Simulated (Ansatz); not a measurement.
Response to strain in Pt

The parent structure is Pt in the fcc (Cu type) structure (space group Fm-3m, No. 225; a = 3.920 Å; relaxed with 0.1 eV smearing). Axes: x, y, z lie along the cube axes.

Strains are applied to the cell and any free atomic positions relax.

Calculations: PBEsol (Ansatz, a program for electronic structure), scalar-relativistic without spin-orbit coupling.

Notes on the quantities. energy relative to the base: free energy F; pressure: mean of the normal stresses, compression positive.

```
change                       energy relative to the base  pressure  volume per atom
---------------------------  ---------------------------  --------  ---------------
base                                          0 meV/atom   0.0 GPa         15.06 Å³
tensor shear ε_xy = +0.57 %                +0.5 meV/atom   0.0 GPa         15.06 Å³
tensor shear ε_xy = +1.14 %                +2.1 meV/atom   0.1 GPa         15.05 Å³
tensor shear ε_xy = +1.43 %                +3.4 meV/atom   0.2 GPa         15.05 Å³
tensor shear ε_xy = +1.71 %                +4.9 meV/atom   0.3 GPa         15.05 Å³
tensor shear ε_xy = +0.86 %                +1.2 meV/atom   0.1 GPa         15.06 Å³
tensor shear ε_xy = +2.00 %                +6.7 meV/atom   0.5 GPa         15.05 Å³
tensor shear ε_xy = +0.29 %                +0.1 meV/atom   0.0 GPa         15.06 Å³
```

Whether these cells are dynamically stable was not tested. All final runs are without spin polarisation.
